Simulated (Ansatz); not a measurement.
Input and output of a self-consistent single point for the (110) slab of AlAu (cut from a parent of space group no. 221; 10 atoms in the cell) (Ansatz, a first-principles code).

Method: LDA (PW92), default PAW files made with PBE (plane waves; Ansatz).

```
CELL_PARAMETERS angstrom
      3.21427     0.00000     0.00000
      0.00000     4.54566     0.00000
      0.00000     0.00000    23.09132
ATOMIC_POSITIONS crystal
  Al 0.00000 0.00000 0.30314
  Au 0.50000 0.50000 0.30314
  Al 0.00000 0.50000 0.40158
  Au 0.50000 0.00000 0.40158
  Al 0.00000 0.00000 0.50000
  Au 0.50000 0.50000 0.50000
  Al 0.00000 0.50000 0.59843
  Au 0.50000 0.00000 0.59843
  Al 0.00000 0.00000 0.69686
  Au 0.50000 0.50000 0.69686
```

Reference input (self-consistent single point, DFT, LDA (PW92), plane waves, default PAW files made with PBE): basis.ecutwfc = 420 eV; kpoints.mp_grid.grid = 7 5 1; hamiltonian.xc = lda; hamiltonian.pseudopotentials = {kind: paw} (the program's default PAW files); scf.occupations.method = gaussian; scf.occupations.width = 0.1 eV. This run's input differs from it in these lines:

Ansatz 0.2 input:
```diff
@@ -19,3 +19,3 @@
 kpoints:
-  mp_grid: { grid: [7, 5, 1] }
+  mp_grid: { grid: [10, 7, 1] }
 hamiltonian:
```

Output, abridged:

```
SCF iter   1: F=—  HF=-66890.389292 eV  |F-HF|=—  |Δ(HF+E_count)|=         —  Δρ=3.80e-3  dr2=3.07e-2  ethr=1.77e-3  ⟨swp⟩=11.0  Hψ=7707  notcnv=0  defer=7
all-band conjugate gradients solve this SCF's bands
preconditioner: auto → LDOS
SCF iter   2: F=—  HF=-66890.396270 eV  |F-HF|=—  |Δ(HF+E_count)|=   6.98e-3  Δρ=8.12e-4  dr2=2.76e-3  ethr=2.79e-5  ⟨swp⟩=3.0  Hψ=3751  notcnv=0  defer=25
   [... lines left out ...]
SCF iter   4: F=—  HF=-66890.395689 eV  |F-HF|=—  |Δ(HF+E_count)|=   5.28e-4  Δρ=7.53e-5  dr2=3.21e-5  ethr=1.89e-6  ⟨swp⟩=2.1  Hψ=2545  notcnv=0  defer=25
SCF iter   5: F=—  HF=-66890.395800 eV  |F-HF|=—  |Δ(HF+E_count)|=   1.11e-4  Δρ=2.52e-5  dr2=4.07e-6  ethr=2.92e-8  ⟨swp⟩=3.1  Hψ=3090  notcnv=0  defer=25
SCF iter   6: F=—  HF=-66890.395800 eV  |F-HF|=—  |Δ(HF+E_count)|=   3.45e-7  Δρ=8.14e-6  dr2=3.43e-7  ethr=3.70e-9  ⟨swp⟩=2.0  Hψ=2308  notcnv=0  defer=25
SCF iter   7: F=-66890.395800 eV  HF=-66890.395800 eV  |F-HF|=9.26e-9  |Δ(HF+E_count)|=  5.68e-10  Δρ=1.56e-6  dr2=2.00e-8  ethr=9.09e-11  ⟨swp⟩=15.1  Hψ=8007  notcnv=0
SCF 1 converged in 7 iterations: F = -66890.395800 eV  dr2 = 2.00e-8
Free energy (F): -66890.395800 eV
Internal energy: -66890.374583 eV  (E = F + TS)
E sigma→0 (E₀):  -66890.385191 eV
Entropy (-TS):   -0.021217 eV (-2.122 meV/atom)
Fermi energy:    4.914273 eV
--- Forces (eV/Å), atoms counted from 1 ---
  atom   1  Al     0.00000000     0.00000000     0.06085507
  atom   2  Au     0.00000000     0.00000000     0.37650245
  atom   3  Al     0.00000000     0.00000000    -0.11248452
  atom   4  Au     0.00000000     0.00000000     0.12739642
  atom   5  Al     0.00000000     0.00000000     0.00000000
  atom   6  Au     0.00000000     0.00000000     0.00000000
  atom   7  Al     0.00000000     0.00000000     0.11248452
  atom   8  Au     0.00000000     0.00000000    -0.12739642
  atom   9  Al     0.00000000     0.00000000    -0.06085507
  atom  10  Au     0.00000000     0.00000000    -0.37650245
--- Stress (GPa, compression-positive) ---
       -6.872006       0.000000       0.000000
        0.000000      -7.239692       0.000000
        0.000000       0.000000      -1.920034
  P = ⅓ Tr σ = -5.3439 GPa (-53.439 kbar)
  The stress holds the Pulay correction. Without it, at fixed plane waves, as pw.x and ABINIT print it: P = -5.3660 GPa
```

The run converged in 7 iterations. Against the reference run the free energy is nearly the same (within 1 meV/atom) and the largest force goes from 0.436 to 0.377 eV/Å.

The starting cell comes from a database of computed structures (which also holds hypothetical and non-ambient phases and stackings), without a prior relaxation at this level. The slab is cut from that crystal, and its faces are unrelaxed. Its lattice was rescaled by up to half a per cent. Spin-orbit coupling is off.

Cost on one core of a shared machine: roughly 30 s.
